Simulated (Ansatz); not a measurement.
## SiSn (model structure, started from the CsCl type, Pm-3m, No. 221, 2 atoms in the cell)

Calculation: LDA (Ansatz, a quantum-chemistry and plane-wave program, plane waves, PAW).

Numerical settings: plane-wave cutoff 520 eV, 18×18×18 k mesh, Fermi–Dirac smearing 0.05 eV, scalar-relativistic PAW data made under PBE.

Cell (relaxed at this level):

SnSi has the cubic space group Pm-3m (No. 221), the CsCl type structure, Pearson symbol cP2. Cell: a = b = c = 3.425 Å, α = β = γ = 90.00°. Sn on 1a is coordinated by 8 Si at 2.966 Å and 6 Sn at 3.425 Å. Si on 1b sees 8 Sn at 2.966 Å (cubic). (Neighbours: up to the widest gap in distance over summed covalent radii, below 1.35, at either atom; cation-cation and far metal-metal contacts left out.)

For SiSn (model structure, started from the CsCl type, Pm-3m, No. 221, 2 atoms in the cell), the band gap is zero (no gap) and the bulk modulus is 73.9 GPa.

Note: the bulk modulus is −V dP/dV from two relaxed cells at ±2 % in volume; the relaxation could raise the start's symmetry but not lower it, so the cell can be a saddle point.

Spin–orbit coupling is not included; it can open a gap where bands touch, and shift volumes and moduli.

Static lattice: no zero-point or thermal effects.

Cost on a shared machine: very roughly 50 core-seconds.

A model structure was made by putting elements into a prototype or built by hand; it is no filed structure, need not be a known phase, and can be a saddle point held by its symmetry.
